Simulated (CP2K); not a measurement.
**Worked example: self-consistent single point of Mg2ZnO3 (P-3m1, 6 atoms in the cell) in CP2K**

Method: PBEsol, GPW, DZVP-MOLOPT-SR-GTH basis, GTH-PBE potentials (GTH_POTENTIALS) (CP2K).

Input:

```
&GLOBAL
  PROJECT scf
  RUN_TYPE ENERGY_FORCE
  PRINT_LEVEL LOW
&END GLOBAL
&FORCE_EVAL
  METHOD Quickstep
  STRESS_TENSOR ANALYTICAL
  &DFT
    BASIS_SET_FILE_NAME BASIS_MOLOPT
    POTENTIAL_FILE_NAME GTH_POTENTIALS
    &QS
      METHOD GPW
      EPS_DEFAULT 1E-11
    &END QS
    &MGRID
      CUTOFF 1000
      REL_CUTOFF 50
      NGRIDS 5
    &END MGRID
    &SCF
      SCF_GUESS ATOMIC
      EPS_SCF 1E-7
      MAX_SCF 100
      ADDED_MOS 9
      &DIAGONALIZATION
        ALGORITHM STANDARD
      &END DIAGONALIZATION
      &MIXING
        METHOD BROYDEN_MIXING
        ALPHA 0.4
        NBUFFER 8
        BETA 1
      &END MIXING
    &END SCF
    &KPOINTS
      SCHEME MONKHORST-PACK 10 10 4
      GAMMA_CENTERED T
    &END KPOINTS
    &XC
      &XC_FUNCTIONAL
        &PBE
          PARAMETRIZATION PBESOL
        &END PBE
      &END XC_FUNCTIONAL
    &END XC
    &PRINT
      &MO
        EIGENVALUES T
        OCCUPATION_NUMBERS T
        NDIGITS 8
        FILENAME mo
        &EACH
          QS_SCF 0
        &END EACH
        ADD_LAST NUMERIC
      &END MO
      &MULLIKEN OFF
      &END MULLIKEN
    &END PRINT
  &END DFT
  &SUBSYS
    &CELL
      A 3.02602400 0.00000000 0.00000000
      B -1.51301200 2.62061400 0.00000000
      C 0.00000000 0.00000000 7.38629200
      PERIODIC XYZ
    &END CELL
    &COORD
      SCALED
      Mg       0.33333300     0.66666700     0.66580000
      Mg       0.66666700     0.33333300     0.33420000
      Zn       0.00000000     0.00000000     0.00000000
      O        0.33333300     0.66666700     0.17262000
      O        0.66666700     0.33333300     0.82738000
      O        0.00000000     0.00000000     0.50000000
    &END COORD
    &KIND Mg
      BASIS_SET DZVP-MOLOPT-SR-GTH
      POTENTIAL GTH-PBE-q10
    &END KIND
    &KIND Zn
      BASIS_SET DZVP-MOLOPT-SR-GTH
      POTENTIAL GTH-PBE-q12
    &END KIND
    &KIND O
      BASIS_SET DZVP-MOLOPT-SR-GTH
      POTENTIAL GTH-PBE-q6
    &END KIND
  &END SUBSYS
  &PRINT
    &FORCES ON
    &END FORCES
    &STRESS_TENSOR ON
    &END STRESS_TENSOR
  &END PRINT
&END FORCE_EVAL
```

Output (repeated stretches shortened):

```
 GLOBAL| Method name                                                        CP2K
 GLOBAL| Project name                                                        scf
 GLOBAL| Run type                                                   ENERGY_FORCE

 TOTAL NUMBERS AND MAXIMUM NUMBERS

  Total number of            - Atomic kinds:                                   3
                             - Atoms:                                          6
                             - Shell sets:                                     6
                             - Shells:                                        32
                             - Primitive Cartesian functions:                 35
                             - Cartesian basis functions:                     90
                             - Spherical basis functions:                     82

  Maximum angular momentum of- Orbital basis functions:                        3
                             - Local part of the GTH pseudopotential:          2
                             - Non-local part of the GTH pseudopotential:      4

 SCF PARAMETERS         Density guess:                                    ATOMIC
                        max_scf:                                             100
                        max_diis:                                              4
                        eps_scf:                                        1.00E-07
                        eps_diis:                                       1.00E-01
                        eps_eigval:                                     1.00E-05
                        level_shift [a.u.]:                             0.000000
                        added MOs                                         9    0
                        Mixing method:                            BROYDEN_MIXING
                                                charge density mixing in g-space
                        No outer SCF

 Extrapolation method: initial_guess

 Number of electrons:                                                         50
 Number of occupied orbitals:                                                 25
 Number of molecular orbitals:                                                34

 Number of orbital functions:                                                 82
 Number of independent orbital functions:                                     82

 SCF WAVEFUNCTION OPTIMIZATION

  Step     Update method      Time    Convergence         Total energy    Change
     1 NoMix/Diag. 0.40E+00      -     1.84187382      -235.4807686302 -2.35E+02
     2 Broy./Diag. 0.40E+00      -     0.23216754      -231.3690706537  4.11E+00
     3 Broy./Diag. 0.40E+00      -     0.05824111      -234.7119069858 -3.34E+00
     4 Broy./Diag. 0.40E+00      -     0.02492644      -234.8903518787 -1.78E-01
     5 Broy./Diag. 0.40E+00      -     0.00511681      -234.8402920778  5.01E-02
     6 Broy./Diag. 0.40E+00      -     0.00208660      -234.8696015047 -2.93E-02
     7 Broy./Diag. 0.40E+00      -     0.00153294      -234.8669069893  2.69E-03
   [... 4 lines left out ...]
    12 Broy./Diag. 0.40E+00      -     0.00001520      -234.8664016648 -2.65E-04
    13 Broy./Diag. 0.40E+00      -     0.00000453      -234.8663654205  3.62E-05
    14 Broy./Diag. 0.40E+00      -     0.00000059      -234.8663587836  6.64E-06
    15 Broy./Diag. 0.40E+00      -     0.00000032      -234.8663634061 -4.62E-06
    16 Broy./Diag. 0.40E+00      -     0.00000004      -234.8663632034  2.03E-07

  *** SCF run converged in    16 steps ***

  Electronic density on regular grids:        -49.9999999841        0.0000000159
  Core density on regular grids:               49.9999999998       -0.0000000002
  Total charge density on r-space grids:        0.0000000157
  Total charge density g-space grids:           0.0000000157

  Overlap energy of the core charge distribution:               0.00000000005263
  Self energy of the core charge distribution:               -496.92232580066445
  Core Hamiltonian energy:                                    147.56004036479521
  Hartree energy:                                             150.96855731260132
  Exchange-correlation energy:                                -36.47263508015974

  Total energy:                                              -234.86636320337502

 ENERGY| Total FORCE_EVAL ( QS ) energy [hartree]           -234.866362630340717

 FORCES| Atomic forces [hartree/bohr]
 FORCES|   Atom     x               y               z               |f|
 FORCES|      1  5.38973101E-06 -3.11225304E-06  1.11108965E-02   1.11108983E-02
 FORCES|      2 -5.38973358E-06  3.11230331E-06 -1.11108958E-02   1.11108976E-02
 FORCES|      3  1.43336761E-14 -1.23650736E-09 -1.21319560E-09   1.73228001E-09
 FORCES|      4 -2.86330735E-06  1.64423110E-06 -3.61098601E-03   3.61098752E-03
 FORCES|      5  2.86330767E-06 -1.64301177E-06  3.61098477E-03   3.61098628E-03
 FORCES|      6  1.10499695E-13  5.38454296E-11  1.45627025E-09   1.45726538E-09
 FORCES| Sum    -2.13238603E-12  8.69330727E-11 -3.18903022E-10
 FORCES| Total atomic force                                       3.30546583E-10

 STRESS| Analytical stress tensor [bar]
 STRESS|                        x                   y                   z
 STRESS|      x       -1.03448603859E+04  -3.68639391037E+02   2.08009385156E+01
 STRESS|      y       -3.68639391037E+02  -1.07704143950E+04  -1.20808401908E+01
 STRESS|      z        2.08009385156E+01  -1.20808401908E+01  -8.23974952434E+03
 STRESS| 1/3 Trace                                            -9.78500810174E+03
```

The run converged in 16 iterations.

The starting cell comes from a database of computed structures (which also holds hypothetical and non-ambient phases and stackings), without a prior relaxation at this level. Its lattice was rescaled by a random factor within 2.5 % of one. Values carry the incompleteness of an atom-centred basis. The potentials were made for another functional than the one used.

Cost on one core of a shared machine: roughly 40 s.
